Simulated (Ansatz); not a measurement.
Consider the following.

```
CELL_PARAMETERS angstrom
      5.25304     0.00000     0.00000
      0.00000     5.25304     0.00000
      2.62652    -2.62652     5.42157
ATOMIC_POSITIONS crystal
  Zn 0.00000 0.00000 0.00000
  Zn 0.25000 0.25000 0.50000
  Ge 0.50000 0.50000 0.00000
  Ge 0.75000 0.75000 0.50000
  P  0.62500 0.37386 0.25000
  P  0.37386 0.12500 0.75000
  P  0.12500 0.87614 0.25000
  P  0.87614 0.62500 0.75000
```

No spin polarisation.

Method: DFT with LDA, PAW potentials and a 420 eV plane-wave cutoff in Ansatz (a program for electronic structure), scalar-relativistic without spin-orbit coupling. k-mesh 9×9×9 (Γ-centred); smearing 0.05 eV (Fermi–Dirac).

### Question
Predict the smallest direct gap, space group and band gap.

### Answer
The smallest direct gap comes out as 1.31 eV, the space group is I-42d (No. 122) and the band gap comes out as 0.85 eV.

The cells carry an imposed strain or load. No phonon test of stability was made. The cell was made from ZnGeP2 in the chalcopyrite structure (space group I-42d, No. 122) by this change: biaxial strain −2.25 %, plane normal [001], relaxed out of plane.
